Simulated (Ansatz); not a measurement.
Cost and result by functional for the surface energy of the (11-23) surface of hcp Hf in its 1x1 cell, outermost plane spacing 0.58 Å in the ideal cut, in Ansatz (plane waves, PAW). Single points on the PBE structure, on one kind of machine; costs are rough ratios of the slab run's core time (references not counted) to the cheapest single point. r2SCAN's cost holds its higher cutoff (500 against 420 eV). Differences are taken against r2SCAN for comparison alone: no measured value is at hand, so the table doesn't rank accuracy.

Set-up: 19 atoms, 10.5 Å thick at the start (thin: gaps and levels are the slab's own); mesh 7x6x1; 0.1 eV smearing; dipole correction on; all atoms relaxed; start symmetry kept, larger cells not searched; no spin, no spin-orbit, no U. These notes are the PBE run's.

```csv
functional,relative cost,surface energy (J/m²),less r2SCAN (J/m²)
RPBE,1,1.86,-0.34
LDA,1,2.21,0.01
PBEsol,1,2.17,-0.04
r2SCAN,2,2.20,0.00
PBE (the relaxed run's value),–,1.99,-0.22
```

The values span 0.35 J/m², while the single points' costs differ by a factor of roughly 2. Differences are of unrounded values.

Ansatz is a quantum-chemistry and plane-wave program.
